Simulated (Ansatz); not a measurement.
Take HfO$_{2}$ in the fluorite structure (space group Fm-3m, No. 225; a = 5.058 Å) as the base.

It is then changed as follows: a hydrostatic pressure of 75 GPa.

Levels (all Ansatz, a first-principles code, PAW): r2SCAN (500 eV, without spin-orbit coupling); HSE06 (420 eV, no SOC).

The geometry is relaxed with r2SCAN.

| Quantity | Result |
|---|---|
| r2SCAN band gap | 4.78 eV |

With HSE06 at the same geometry, the band gap increases by 1.14 eV, from 4.78 eV to 5.92 eV.

Single points use the geometry relaxed with r2SCAN. Their cutoffs differ, which shifts pressures a little. HSE06 gaps are upper bounds (no full band path). With Hf present, leaving out spin-orbit coupling can change the band edges. Load acts through the strain it causes; cell and atoms are relaxed under it. No phonon test of stability was made. Competing high-pressure phases were not computed. This is not the structure that HfO2 has at room temperature and ambient pressure.
